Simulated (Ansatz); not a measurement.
The parent structure is BP in the zinc blende structure (space group F-43m, No. 216; a = 4.548 Å).

Computed with PBE (Ansatz, a program for electronic structure, PAW, no spin-orbit coupling).

Before the change:

| Item | Result |
|---|---|
| Gap character | indirect, Γ → Γ–X (83 % along) |
| Pressure | -0.01 GPa |
| Smallest direct gap | 3.39 eV |

Now apply this change: every lattice vector is stretched by 2.15 %; the atoms relax in the strained cell.

Problem. How does this affect the gap character, mean gap deformation potential ΔEg/Δln V, pressure and smallest direct gap?

Solution. The gap character is still indirect, Γ → Γ–X (83 % along); the mean gap deformation potential ΔEg/Δln V is +1.4 eV; the pressure shrinks by 9.14 GPa to -9.15 GPa; the smallest direct gap decreases by 0.085 eV, from 3.39 eV to 3.31 eV.

Whether these cells are dynamically stable was not tested.
